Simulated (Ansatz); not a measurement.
The starting structures come from a database of crystals and need not be the phases stable at ambient conditions.

 Where the default PAW files enter, the runs use the earlier of Ansatz's two default sets.

By PBEsol, the system below comes out a metal.

The ballistic (Sharvin) conductance counts the channels at the Fermi level: G/A = (e²/h) × channels of both spins per area.

```
NbSi2
1.0
    4.71009     0.00000     0.00000
   -2.35504     4.07905     0.00000
    0.00000     0.00000     6.45463
Nb Si
3 6
Direct
  0.50000   0.50000   0.16667
  0.00000   0.50000   0.50000
  0.50000   0.00000   0.83333
  0.31631   0.15815   0.50000
  0.15815   0.31631   0.83333
  0.84184   0.15815   0.16667
  0.68369   0.84184   0.50000
  0.84184   0.68369   0.83333
  0.15815   0.84184   0.16667
```

Space group of this cell: P6_222. The cell is strained (all lengths scaled by 0.98); by PBEsol its mean pressure is 9.1 GPa.

The current flows along the normal of the first two printed cell vectors, the (001) plane of the conventional cell. No spin-orbit coupling; the value is a mean over 0.1 eV about the Fermi level.

Problem. Predict the ballistic conductance per area from PBEsol (Ansatz, a quantum-chemistry and plane-wave program).

Solution. 0.37 × 10¹⁵ S/m² for both spins.
